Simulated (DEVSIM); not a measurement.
Structure: TaN/SiO2/n-Si capacitor, at 300 K.

```tsv
layer (left to right)	material	thickness (nm)	Nd (cm⁻³)
1	SiO2	7.40	-
2	Si	3400	2.9e16
```

Metal gate on the left, work function 4.4 eV. Fixed charge at the semiconductor interface 5.3e11 cm⁻² (in units of +e); no interface traps.

This is a model device: material constants are rounded textbook-type values typed into the input, and sizes, dopings and lifetimes were drawn at random. Values at 300 K.

```tsv
parameter	SiO2	Si
gap (eV)	9	1.124
affinity (eV)	0.9	4.05
permittivity	3.9	11.7
Nc (cm⁻³)	-	2.86e19
Nv (cm⁻³)	-	3.1e19
```

DEVSIM, 1D Poisson equation in equilibrium, Boltzmann statistics, complete ionisation; no quantum confinement or tunnelling. Metal contacts follow the ideal Schottky-Mott rule: no Fermi-level pinning, no interface dipoles.

Tabulate band edges, carrier densities and field at -0.6 V on the gate.

Energies count from the Fermi level of the right contact; mesh points crowd at the junctions.

```tsv
x (μm)	Ec (eV)	Ev (eV)	n (cm⁻³)	p (cm⁻³)	field (V/cm)
0.000	4.100	-4.900	< 1e2	< 1e2	-430000
0.001199	4.048	-4.952	< 1e2	< 1e2	-430000
0.003236	3.960	-5.040	< 1e2	< 1e2	-430000
0.005620	3.857	-5.143	< 1e2	< 1e2	-430000
0.007400	0.631	-0.493	7.1e8	1.6e11	-180000
0.008769	0.623	-0.501	9.9e8	1.2e11	-61000
0.01175	0.605	-0.519	2.0e9	5.8e10	-60000
0.02200	0.546	-0.578	2.0e10	5.9e9	-55000
0.04060	0.450	-0.674	7.8e11	1.5e8	-47000
0.08372	0.289	-0.835	3.9e14	290000	-28000
0.1751	0.183	-0.941	2.4e16	4800	-2000
0.4889	0.178	-0.946	2.9e16	4000	≈ 0
1.058	0.178	-0.946	2.9e16	4000	≈ 0
2.111	0.178	-0.946	2.9e16	4000	≈ 0
2.955	0.178	-0.946	2.9e16	4000	≈ 0
3.200	0.178	-0.946	2.9e16	4000	≈ 0
3.313	0.178	-0.946	2.9e16	4000	≈ 0
3.365	0.178	-0.946	2.9e16	4000	≈ 0
3.393	0.178	-0.946	2.9e16	4000	≈ 0
3.401	0.178	-0.946	2.9e16	4000	≈ 0
3.405	0.178	-0.946	2.9e16	4000	≈ 0
3.407	0.178	-0.946	2.9e16	4000	≈ 0
```
